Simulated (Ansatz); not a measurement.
This concerns the formation energy of Al24ReW (Pm-3) from the elements. Reaction: Re (hcp) + W (bcc) + 24 Al (fcc) → Al24ReW (Pm-3). The sign is products less reactants. The value is per atom of the solid.

Al24ReW (Pm-3), 26 atoms in the cell; this is a cell from a database of computed structures that this text hasn't matched to a measured one; spin state with PBE: run without spin, k-point mesh 6×6×6 on the run's own vectors.
```xyz
26
Lattice="7.5679 0.0000 0.0000 0.0000 7.5679 0.0000 0.0000 0.0000 7.5679" Properties=species:S:1:pos:R:3 pbc="T T T"
Al     1.4225     2.3378     0.0000
Al     2.3616     1.4677     3.7839
Al     1.4225     5.2301     0.0000
Al     2.3616     6.1001     3.7839
Al     0.0000     1.4225     2.3378
Al     3.7839     2.3616     1.4677
Al     0.0000     1.4225     5.2301
Al     3.7839     2.3616     6.1001
Al     2.3378     0.0000     1.4225
Al     1.4677     3.7839     2.3616
Al     5.2301     0.0000     1.4225
Al     6.1001     3.7839     2.3616
W      0.0000     0.0000     0.0000
Al     5.2063     6.1001     3.7839
Al     6.1454     5.2301     0.0000
Al     5.2063     1.4677     3.7839
Al     6.1454     2.3378     0.0000
Al     3.7839     5.2063     6.1001
Al     0.0000     6.1454     5.2301
Al     3.7839     5.2063     1.4677
Al     0.0000     6.1454     2.3378
Al     6.1001     3.7839     5.2063
Al     5.2301     0.0000     6.1454
Al     1.4677     3.7839     5.2063
Al     2.3378     0.0000     6.1454
Re     3.7839     3.7839     3.7839
```

Re (hcp, P6₃/mmc), 2 atoms in the cell; spin state with PBE: run without spin, k-point mesh 24×24×14 on the run's own vectors. Conventional cell: a = 2.777 Å, b = 2.777 Å, c = 4.481 Å, α = 90.00°, β = 90.00°, γ = 120.00°.

W (bcc, Im-3m), 1 atom in the cell; spin state with PBE: run without spin, k-point mesh 26×26×26 on the run's own vectors. Conventional cell: a = b = c = 3.184 Å, α = β = γ = 90.00°.

Al (fcc, Fm-3m), 1 atom in the cell, k-point mesh 26×26×26 on the run's own vectors. Conventional cell: a = b = c = 4.0410 Å, α = β = γ = 90.00°.

All numbers come from Ansatz (a first-principles code), plane waves with PAW, its PAW set soft_1, cutoff 420 eV, 500 eV for r2SCAN. The structures are at rest with PBE; other levels are single points on them, but for the rows marked own geometry. Neutral cells; Fermi-Dirac smearing of at most 0.10 eV in the solids, energies taken to zero width. The lattices are those relaxed with PBE, so at other levels the solids can be strained, which adds to the spread. Larger cells are relaxed from a start prepared with the learned potential CHGNet, on a coarser mesh till forces fall under 0.03 eV/Å, which some starts already meet. A dispersion term (D3(BJ), or D4 for r2SCAN) was computed beside these levels and is taken off wherever the name lacks it. Nuclei at rest; no vibrational terms. The structures are the rest points that the relaxations reached, not proven lowest. Spin-orbit coupling is left out.

Levels: PBE, LDA, PBEsol, RPBE, r2SCAN, r2SCAN (own geometry).

### Question
At which levels does the right-hand side lie lower?

### Answer
downhill: PBE (-0.10), LDA (-0.11), PBEsol (-0.10), RPBE (-0.10), r2SCAN (-0.11), r2SCAN (own geometry) (-0.10) (values in eV/atom; within 0.02 eV/atom of zero counts as too close to call). The levels span only 0.01 eV/atom, too little to tell them apart.
